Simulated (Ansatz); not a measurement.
System: L1₀ (CuAu-type) TiAl. Method: PBEsol (Ansatz, an electronic-structure program, plane waves, PAW).

Excerpt of the program's output:

```
Relaxation: its limit of steps is 80 (relax.max_steps)
Crystal: 2 atoms, lattice volume = 30.919 Å³
Basis set: ecut = 520 eV, 831 PW (Γ), exchange–correlation on 48×48×60 points (8 copies of the dense FFT grid, shifted against one another)
Bands: 12, of which v1, the nominal top of the filled ones, is band 8 counted from 1 (7 counted from 0)
Symmetry: 16 space group operations
Space group: P4/mmm (ITA 123), of the structure as read, at distance tolerance 3.1e-5 Å
k-points: 528 of 5600
Functional: x = pbesol(κ = 0.804, μ = 0.12345679012345678), c = pbesol(β = 0.046)
SCF iter   1: F=—  HF=-2999.271775 eV  |F-HF|=—  |Δ(HF+E_count)|=         —  Δρ=4.54e-3  dr2=5.36e-3
SCF iter   2: F=—  HF=-2999.270485 eV  |F-HF|=—  |Δ(HF+E_count)|=   1.29e-3  Δρ=2.30e-3  dr2=2.43e-3
  ...
SCF 1 converged in 6 iterations: F = -2999.269901 eV  dr2 = 1.11e-9
Crystal: 2 atoms, lattice volume = 30.919 Å³
Initial density: handed on by an earlier stage of this run
SCF iter   7: F=-2999.269901 eV  HF=-2999.269901 eV  |F-HF|=4.55e-13  |Δ(HF+E_count)|=    0.00e0  Δρ=5.66e-10  dr2=3.53e-17
SCF iter   8: F=-2999.269901 eV  HF=-2999.269901 eV  |F-HF|=4.55e-13  |Δ(HF+E_count)|=  4.55e-13  Δρ=1.29e-10  dr2=1.85e-18
SCF 2 converged in 8 iterations: F = -2999.269901 eV  dr2 = 1.85e-18
SCF converged after 8 iterations
Free energy (F): -2999.269901 eV
Internal energy: -2999.255598 eV  (E = F + TS)
E sigma→0 (E₀):  -2999.262749 eV
Fermi energy:    11.519974 eV
--- Forces (eV/Å), atoms counted from 1 ---
  atom   1  Ti    -0.00000000     0.00000000     0.00000000
  atom   2  Al     0.00000000    -0.00000000    -0.00000000
--- Stress (GPa, compression-positive) ---
        2.530788       0.000000       0.000000
        0.000000       2.530788       0.000000
        0.000000       0.000000       2.528285
  P = ⅓ Tr σ = 2.5300 GPa (25.300 kbar)
```

Problem. Write an input file that could have produced this run (the log leaves some choices open).

Solution. One answer among several that fit: 
Ansatz 0.2 input:
```yaml
crystal:
  lattice:
    - [2.7763200644, 0.0, 0.0]
    - [0.0, 2.7763200644, 0.0]
    - [0.0, 0.0, 4.0113732729]
  atoms:
    - { symbol: Ti, position: [0.0, 0.0, 0.0] }
    - { symbol: Al, position: [0.5, 0.5, 0.5] }
basis:
  ecutwfc: 520
  ecutrho_ratio: 4
  xc_grid: 2
kpoints:
  mp_grid: { grid: [20, 20, 14] }
hamiltonian:
  xc: pbesol
  dispersion: none
  pseudopotentials: { kind: paw }
scf:
  occupations: { method: fermi_dirac, width: 0.05 }
output:
  forces: true
  stress: true
  eigenvalues: true
relax:
  f_tol: 0.004
  escape_saddle: false
  max_steps: 80
  cell: { stress_tol: 0.02, fix: [volume] }
```

The cell is one volume of an energy–volume scan, off the minimum.

The PAW data were made under PBE.
